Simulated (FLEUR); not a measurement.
Band structure of LuNi₂Ge₂ (I4/mmm, 5 atoms in the cell).

```xyz
5
Lattice="-2.0210 2.0210 4.9037 2.0210 -2.0210 4.9037 2.0210 2.0210 -4.9037" Properties=species:S:1:pos:R:3 pbc="T T T"
Lu     0.0000     0.0000     0.0000
Ni     2.0210     0.0000     2.4518
Ni     0.0000     2.0210     2.4518
Ge     0.0000     0.0000     6.1501
Ge     0.0000     0.0000     3.6573
```

Level of theory: LDA (Vosko-Wilk-Nusair), all-electron FLAPW (FLEUR), scalar-relativistic valence.

Settings: Kmax = 3.9 1/bohr; GmaxXC = 15.6 1/bohr; xcFunctional = vwn; jspins = 1; l_soc = F; mode = hist; fermiSmearingEnergy = 0.00367493 Htr; mesh (inpgen div1-3) = 7 7 7; inpgen gamma flag = false; Gmax = 15.6 1/bohr; numbands = 0; maxIterBroyd = 40; imix = Anderson; alpha = 0.05.

The starting cell comes from a database of computed structures (which also holds hypothetical and non-ambient phases and stackings), without a prior relaxation at this level. Its lattice was rescaled by a random factor within 2.5 % of one. Spin-orbit coupling is off. Spin polarisation is off. Values depend on the basis (sphere radii, cutoffs, local orbitals), which need not be converged.

Levels in eV from the Fermi level, bands 40 to 47:
```
point     40     41     42     43     44    45    46    47
-----  -----  -----  -----  -----  -----  ----  ----  ----
Γ      -1.17  -1.17  -0.80  -0.22   1.82  1.82  2.73  3.05
X      -1.48  -1.48  -1.28  -0.56  -0.44  2.68  2.95  4.07
Y      -1.50  -1.25  -0.85  -0.55  -0.30  2.59  3.45  3.83
S      -1.79  -0.13  -0.03  -0.03   2.16  2.46  3.06  3.24
Z      -0.94  -0.79   0.48   0.55   2.41  2.76  2.76  2.96
S1     -1.79  -0.13  -0.03  -0.03   2.16  2.46  3.06  3.24
N      -1.60  -1.29  -0.12   1.36   1.47  2.44  2.71  3.14
P      -1.48  -1.42  -1.42  -0.48  -0.48  1.64  3.53  4.60
Y1     -1.50  -1.25  -0.85  -0.55  -0.30  2.59  3.45  3.83
```
